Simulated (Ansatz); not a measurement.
The starting structures come from a database of crystals and need not be the phases stable at ambient conditions.

Inside the gap of an insulator the Bloch states are evanescent, with a wavenumber k + iκ along the transport direction.

Given:

```xyz
10
Lattice="5.7839 0.0000 0.0000 0.0000 13.3918 0.0000 0.0000 6.6959 2.9970" Properties=species:S:1:pos:R:3 pbc="T T T"
Ba     4.3379     5.1232     0.0000
Ba     1.4460     8.2687     0.0000
Bi     4.3379     0.9919     0.0000
Bi     1.4460    12.3999     0.0000
Cl     4.3379     9.9884     0.0000
Cl     1.4460    10.0993     2.9970
O      0.0000     6.6959     1.6326
O      0.0000    13.3918     1.3644
O      2.8920    13.3918     1.3644
O      2.8920     6.6959     1.6326
```

Space group of this cell: Cmcm. The cell is taken as given; by PBEsol its mean pressure is -3.6 GPa.

Transport runs along the normal of the first two printed cell vectors.

No gap correction and no spin-orbit coupling; mid-gap values are interpolated between computed energies.

**Question.** State the band gap and the smallest decay constant κ at mid-gap according to PBEsol in Ansatz (an electronic-structure program).

**Answer.** Gap 3.10 eV on a 6×10×10 mesh; κ = 0.364 1/Å, at the zone centre.
